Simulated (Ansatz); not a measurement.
The starting structures come from a database of crystals and need not be the phases stable at ambient conditions.

 Where the default PAW files enter, the runs use the earlier of Ansatz's two default sets.

The decay constant κ of evanescent states in the gap governs leakage through a thin film.

Consider the following.

```xyz
14
Lattice="5.8154 0.0000 0.0000 -1.9385 5.4829 0.0000 1.9385 2.7414 4.7483" Properties=species:S:1:pos:R:3 pbc="T T T"
Hf    -0.4846     4.4548     0.5935
Hf     1.4539     5.1402     2.9677
Hf     2.4231     2.3987     1.7806
Hf     4.3616     7.1962     4.1548
Hf     5.3308     1.3707     1.1871
Hf     4.3616     4.1121     3.5612
N      4.1361     1.7371     3.0088
N      5.1053     6.1207     2.3741
N      2.1976     3.1078     4.1136
N      4.0689     2.7414     0.0000
N      0.2591     3.3793     2.3741
N      3.1668     0.3664     0.6347
N      1.1612     2.7414     0.0000
N      3.1668     4.4786     1.7395
```

Space group of this cell: I-43d. The cell is taken as given; by PBEsol its mean pressure is -6.3 GPa.

Transport runs along the normal of the first two printed cell vectors, the (110) plane of the conventional cell.

The gap is the functional's own. No spin-orbit coupling. Mid-gap values are interpolated on the energy grid.

Give the band gap and the smallest decay constant κ at mid-gap that PBEsol (Ansatz, a first-principles code) yields.

Gap 0.95 eV on a 6×6×6 mesh; κ = 0.168 1/Å, at the zone centre.
